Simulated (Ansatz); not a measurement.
Band structure of BaSn3Pd (I4mm, 5 atoms in the cell).

```
CELL_PARAMETERS angstrom
     -2.41481     2.41481     5.51283
      2.41481    -2.41481     5.51283
      2.41481     2.41481    -5.51283
ATOMIC_POSITIONS crystal
  Ba 0.99999 0.99999 0.00000
  Sn 0.24954 0.74954 0.50000
  Sn 0.74954 0.24954 0.50000
  Sn 0.41256 0.41256 0.00000
  Pd 0.65038 0.65038 0.00000
```

Computed with PBEsol, PAW files made with PBE (plane waves; Ansatz, an electronic-structure program).

Settings: kpoints.mp_grid.grid = 5 5 5; hamiltonian.xc = pbesol; hamiltonian.pseudopotentials = {kind: paw} (an earlier, softer set of the program's PAW files); scf.occupations.method = fermi_dirac; scf.occupations.width = 0.1 eV; kpoints.band_path.npoints = 8.

The starting cell comes from a database of computed structures (which also holds hypothetical and non-ambient phases and stackings), without a prior relaxation at this level. Its lattice was rescaled by a random factor within 2.5 % of one. Spin polarisation is off.

Levels in eV from the Fermi level, bands 32 to 39:
```json
[
 {"point": "Γ", "32": "-2.54", "33": "-1.89", "34": "-1.89", "35": "0.29", "36": "0.49", "37": "0.49", "38": "1.50", "39": "3.31"},
 {"point": "X", "32": "-2.97", "33": "-2.10", "34": "-2.09", "35": "-1.93", "36": "1.97", "37": "2.57", "38": "3.66", "39": "3.93"},
 {"point": "Y", "32": "-2.88", "33": "-2.40", "34": "-1.88", "35": "-1.49", "36": "1.84", "37": "2.43", "38": "3.18", "39": "3.34"},
 {"point": "S", "32": "-1.99", "33": "-1.68", "34": "-0.96", "35": "-0.39", "36": "0.46", "37": "1.18", "38": "2.13", "39": "2.31"},
 {"point": "Z", "32": "-2.33", "33": "-2.24", "34": "-0.01", "35": "1.19", "36": "1.39", "37": "1.39", "38": "1.90", "39": "2.18"},
 {"point": "S1", "32": "-1.99", "33": "-1.68", "34": "-0.96", "35": "-0.39", "36": "0.46", "37": "1.18", "38": "2.13", "39": "2.31"},
 {"point": "N", "32": "-2.69", "33": "-1.74", "34": "-0.63", "35": "-0.18", "36": "0.06", "37": "1.26", "38": "1.34", "39": "1.70"},
 {"point": "P", "32": "-3.06", "33": "-2.00", "34": "-2.00", "35": "-1.92", "36": "1.18", "37": "2.89", "38": "2.89", "39": "4.14"},
 {"point": "Y1", "32": "-2.88", "33": "-2.40", "34": "-1.88", "35": "-1.49", "36": "1.84", "37": "2.43", "38": "3.18", "39": "3.34"}
]
```

Bands cross the Fermi level along this path, so the cell is metallic at this level.

Keys are those of Ansatz 0.2.
